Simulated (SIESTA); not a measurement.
Several settings converged on the (111) slab of LuH2 (cut from a parent of space group no. 225; 9 atoms in the cell)

```
CELL_PARAMETERS angstrom
      3.53847     0.00000     0.00000
      1.76924     3.06441     0.00000
      0.00000     0.00000    21.22292
ATOMIC_POSITIONS crystal
  H  0.33333 0.33333 0.32983
  H  0.00000 0.00000 0.39790
  H  0.66667 0.66667 0.46597
  H  0.33333 0.33333 0.53404
  H  0.00000 0.00000 0.60210
  H  0.66667 0.66667 0.67017
  Lu 0.66667 0.66667 0.36387
  Lu 0.00000 0.00000 0.50000
  Lu 0.33333 0.33333 0.63613
```

Base method: GGA PBEsol, numerical atomic orbitals DZP, PseudoDojo PBEsol standard norm-conserving potentials (rewritten from UPF to PSML) run with SIESTA 5.4.2.

Base settings: XC.functional = GGA; XC.authors = PBEsol; potentials = PseudoDojo PBEsol standard; PAO.BasisSize = DZP; PAO.EnergyShift = 0.01 Ry; MeshCutoff = 300 Ry; kgrid.MonkhorstPack = 5 5 1; OccupationFunction = MP; OccupationMPOrder = 0; ElectronicTemperature = 1160.45 K.

Core times come from one kind of shared machine, to one figure; runs under 30 s give none.

**The vacuum**

The mesh stays at the base's, so the ladder's end is converged at best in this setting alone.

Only quantities that move along the ladder and can be compared are tabulated; forces are left out, as grid noise moves with the cell.

| vacuum between outermost atoms (Å) | free energy less the last step's (meV/atom) |
|---|---|
| 3.0 | -49.47 |
| 4.0 | -13.87 |
| 5.0 | -1.84 |
| 6.0 | 0.09 |
| 7.0 | -0.13 |
| 10.0 | -0.20 |
| 14.0 | 0.32 |
| 20.0 | -0.09 |
| 30.0 | 0.00 |

Smallest vacuum between outermost atoms (Å) that holds the free energy within 0.5 meV/atom of the last step, with all finer ones: 6.0; the step before is off by 1.8 meV/atom.

**The k-point mesh**

Only quantities that move along the ladder and can be compared are tabulated.

| kgrid.MonkhorstPack | free energy less the last step's (meV/atom) | largest difference of a force vector from the last step's (eV/Å) | core time / last (rough) |
|---|---|---|---|
| 2 2 1 | -22.41 | 0.429 | 0.3 |
| 4 4 1 | -0.31 | 0.167 | 0.4 |
| 5 5 1 | 4.49 | 0.043 | 0.3 |
| 7 7 1 | -1.62 | 0.010 | 0.8 |
| 9 9 1 | 0.72 | 0.006 | 0.5 |
| 13 13 1 | 0.13 | 0.002 | 0.5 |
| 17 17 1 | 0.09 | 0.001 | 0.7 |
| 28 28 1 | 0.00 | 0.000 | 1 |

Coarsest kgrid.MonkhorstPack that holds the forces within 0.02 eV/Å of the last step, with all finer ones: 7 7 1; the step before is off by 0.043 eV/Å.

Coarsest kgrid.MonkhorstPack that holds the free energy within 5 meV/atom of the last step, with all finer ones: 4 4 1, at about 0.4 of the last step's time; the step before is off by 22 meV/atom.

**The cutoff of the real-space grid**

The mesh stays at the base's, so the ladder's end is converged at best in this setting alone.

Only quantities that move along the ladder and can be compared are tabulated.

| MeshCutoff | free energy less the last step's (meV/atom) | core time / last (rough) |
|---|---|---|
| 150 Ry (157 Ry used) | -34.57 | – |
| 180 Ry (199 Ry used) | -12.13 | 0.5 |
| 210 Ry (226 Ry used) | -10.98 | – |
| 255 Ry (265 Ry used) | -9.56 | 0.5 |
| 300 Ry (301 Ry used) | -6.33 | 0.7 |
| 360 Ry (381 Ry used) | -3.24 | 0.8 |
| 450 Ry (471 Ry used) | -1.38 | 1 |
| 600 Ry (628 Ry used) | 0.00 | 1 |

State of the free energy at the end of the ladder: still drifting one way, by 3.2 meV/atom over the last two steps, so the last step is no safe reference.

On the base run: the starting cell comes from a database of computed structures (which also holds hypothetical and non-ambient phases and stackings), without a prior relaxation at this level. The slab is cut from that crystal, and its faces are unrelaxed. Its lattice was rescaled by up to half a per cent. Values carry the incompleteness of an atom-centred basis. In the base run, forces exceed 1 eV/Å. Without a gap this mesh is coarse (it stands for a supercell whose shortest in-plane vector is 18 Å).
